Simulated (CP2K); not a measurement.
A user runs CP2K on ZnMo2Se4 (P3m1, 7 atoms in the cell) and asks whether the run is sound. The aim is a self-consistent single point with DFT PBEsol, GPW, DZVP-MOLOPT-SR-GTH basis, GTH-PBE potentials (GTH_POTENTIALS).

Cell that was meant: a = 3.3545 Å, b = 3.3545 Å, c = 18.0971 Å, α = 90.00°, β = 90.00°, γ = 120.00°.

Part of the input:

```
    POTENTIAL_FILE_NAME GTH_POTENTIALS
    &QS
      METHOD GPW
      EPS_DEFAULT 1E-4
    &END QS
    &MGRID
      CUTOFF 600
```

Log, with long lists cut:

```
 GLOBAL| Method name                                                        CP2K
   [... lines left out ...]
                        No outer SCF

 Extrapolation method: initial_guess

 Number of electrons:                                                         64
 Number of occupied orbitals:                                                 32
 Number of molecular orbitals:                                                43

 Number of orbital functions:                                                129
 Number of independent orbital functions:                                    129
 SCF WAVEFUNCTION OPTIMIZATION

  Step     Update method      Time    Convergence         Total energy    Change
     1 NoMix/Diag. 0.20E+00      -     0.93324978      -234.8862869031 -2.35E+02
     2 Broy./Diag. 0.20E+00      -     0.21391723      -239.0410723564 -4.15E+00
     3 Broy./Diag. 0.20E+00      -     0.05101502      -235.8556225026  3.19E+00
     4 Broy./Diag. 0.20E+00      -     0.05164639      -234.5913667379  1.26E+00
     5 Broy./Diag. 0.20E+00      -     0.02368916      -234.4995176148  9.18E-02
     6 Broy./Diag. 0.20E+00      -     0.01729871      -234.1931060109  3.06E-01
   [... 13 lines left out ...]
    20 Broy./Diag. 0.20E+00      -     0.00000078      -234.3775047059  7.61E-06
    21 Broy./Diag. 0.20E+00      -     0.00000014      -234.3775034022  1.30E-06
    22 Broy./Diag. 0.20E+00      -     0.00000022      -234.3775059269 -2.52E-06
    23 Broy./Diag. 0.20E+00      -     0.00000002      -234.3775070110 -1.08E-06
  *** SCF run converged in    23 steps ***

  Overlap energy of the core charge distribution:               0.00000000005889
  Self energy of the core charge distribution:               -416.46607288969807
  Core Hamiltonian energy:                                    100.60802830545202
  Hartree energy:                                             113.96563047906565
  Exchange-correlation energy:                                -32.48495527941069
  Electronic entropic energy:                                  -0.00013762650820
  Fermi energy:                                                 0.20491689456966

  Total energy:                                              -234.37750701104162
  Total energy (extrapolated to T->0):                       -234.37743819778751

   [... lines left out ...]
 STRESS|                        x                   y                   z
 STRESS|      x        1.42354276226E+04  -5.35275909363E+01   5.21106127387E-01
 STRESS|      y       -5.35275909363E+01   1.41602818596E+04   1.33126695149E-01
 STRESS|      z        5.21106127387E-01   1.33126695149E-01   1.85522825012E+04
 STRESS| 1/3 Trace                                             1.56493306611E+04
```

Task: Can these results be used? Check the input.

Result: The run is not sound. The fault is a loose overall precision setting. This key sets the screening of integrals and grid mapping; loose values add noise to the density and the energy. To fix it, restore the tighter precision. The run converged in 23 iterations without an error; against the sound input the free energy goes up by 218 meV/atom, the pressure goes from -5.37 to 1.56 GPa, the largest force hardly changes (0.753 to 0.762 eV/Å) and the gap on the mesh goes from 0.873 to 1.029 eV.

An input that runs soundly differs in these lines (not the only fix; some lines may just follow from the change or write a value another way):
```diff
-      EPS_DEFAULT 1E-4
+      EPS_DEFAULT 1E-10
```

With that input, the run converged in 23 iterations: free energy E − TS -6379.2624 eV; top of the valence band (on the code's own zero) 5.19 eV; gap on the k-point mesh 0.87 eV; pressure -5.37 GPa; largest force (vector length) 0.753 eV/Å (DFT PBEsol, GPW, DZVP-MOLOPT-SR-GTH basis, GTH-PBE potentials (GTH_POTENTIALS)).

On the sound input: the starting cell comes from a database of computed structures (which also holds hypothetical and non-ambient phases and stackings), without a prior relaxation at this level. Its lattice was rescaled by a random factor within 2.5 % of one. Values carry the incompleteness of an atom-centred basis. The potentials were made for another functional than the one used. With a pressure of about -5 GPa the cell is away from its equilibrium volume at this level.
